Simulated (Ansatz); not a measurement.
Base system: GaP in the zinc blende structure (space group F-43m, No. 216; a = 5.451 Å).

Perturbation: the cell is scaled by 0.9750 in all directions, atoms relaxed at fixed cell.

Calculations: r2SCAN (Ansatz, a program for electronic structure), spin-orbit coupling left out.

Base, band edges from the VBM (valence, conduction): X -2.80, 1.91; W -3.54, 5.03; L -1.17, 2.04; Γ 0.00, 2.36; K -2.35, 2.47; U -2.35, 2.47 eV.

Q: Give the band edges at the high-symmetry points of the new zone, measured from its valence-band maximum.

A: 
| point | valence edge (eV) | conduction edge (eV) |
|---|---|---|
| Γ | 0.00 | 3.04 |
| X | -3.09 | 1.74 |
| U | -2.60 | 2.38 |
| K | -2.60 | 2.38 |
| L | -1.29 | 2.29 |
| W | -3.94 | 5.05 |

The gap is 1.70 eV, indirect, Γ → Γ–X (87 % along).

The cells carry an imposed strain or load. Stability against distortions was not tested.
